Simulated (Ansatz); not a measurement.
Mg vacancy + N on the O site (V_Mg+N_O) in rock-salt MgO (start: the Mg site; O 2.13 Å away; 64-site cell, 2×2×2 shifted sampling). Calculation: PBE, PAW (plane waves to 420 eV; Ansatz, a first-principles code). Total energies of the localised charge states, counted from that of charge 0, and their image corrections (point charge with alignment); the host's valence-band maximum lies at 7.775 eV on the cells' energy zero and its gap is 4.46 eV.

```csv
charge,moment (μB),E − E(first) (eV),correction (eV)
0,3.0,0.000,0.000
−1,2.0,7.691,0.494
```

Question: Derive the transition levels above the valence-band maximum and say which of them are thermodynamic.

Answer: A level is the Fermi energy at which two charges have equal formation energy: ε(q/q′) = [E(q′) + corr(q′) − E(q) − corr(q)] / (q − q′) − E_VBM.
ε(0/−1) = [(7.691 + 0.494) − (0.000 + 0.000)] / 1 − 7.775 = 0.41 eV
Thermodynamic levels at least 0.1 eV inside the gap: (0/−1) at 0.41 eV. They hold to tenths of an eV in this cell. Charges with a result: +1, 0, −1. Others weren't obtained, and one of them could lie lower, also by skipping a charge. At charge +1 the carrier sat in host band states, shallow at most. The geometries come from one start. Flagged in the runs: a doubtful potential alignment, a strain field that reaches the edge of the cell.
